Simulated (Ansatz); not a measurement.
**Pressure series in W**

Base system: W in the bcc (W type) structure (space group Im-3m, No. 229; a = 3.1698 Å).

Cell and atoms are relaxed at each pressure.

Computed with plane-wave PAW DFT at the r2SCAN level (Ansatz, an electronic-structure program, 500 eV), no spin-orbit coupling, earlier PAW set.

Notes on the quantities. enthalpy: H = E + PV relative to the base's energy.

```json
[
 {"case": "base", "shortest interatomic distance": "2.745 Å", "enthalpy": "–"},
 {"case": "pressure −2 GPa", "shortest interatomic distance": "2.751 Å", "enthalpy": "-0.20 eV/atom"},
 {"case": "pressure −1 GPa", "shortest interatomic distance": "2.748 Å", "enthalpy": "-0.10 eV/atom"},
 {"case": "pressure 3 GPa", "shortest interatomic distance": "2.737 Å", "enthalpy": "+0.30 eV/atom"},
 {"case": "pressure 7 GPa", "shortest interatomic distance": "(withheld)", "enthalpy": "+0.69 eV/atom"},
 {"case": "pressure 15 GPa", "shortest interatomic distance": "2.706 Å", "enthalpy": "+1.46 eV/atom"},
 {"case": "pressure 30 GPa", "shortest interatomic distance": "2.673 Å", "enthalpy": "+2.86 eV/atom"},
 {"case": "pressure 50 GPa", "shortest interatomic distance": "2.636 Å", "enthalpy": "+4.66 eV/atom"},
 {"case": "pressure 75 GPa", "shortest interatomic distance": "2.596 Å", "enthalpy": "+6.80 eV/atom"},
 {"case": "pressure 100 GPa", "shortest interatomic distance": "2.563 Å", "enthalpy": "+8.87 eV/atom"}
]
```

Q: Some entries are withheld; estimate them.

A: 
- pressure 7 GPa, shortest interatomic distance: 2.726 Å

Load acts through the strain it causes; cell and atoms are relaxed under it. Stability against distortions was not tested. Competing high-pressure phases were not computed. The final runs are not spin-polarised.
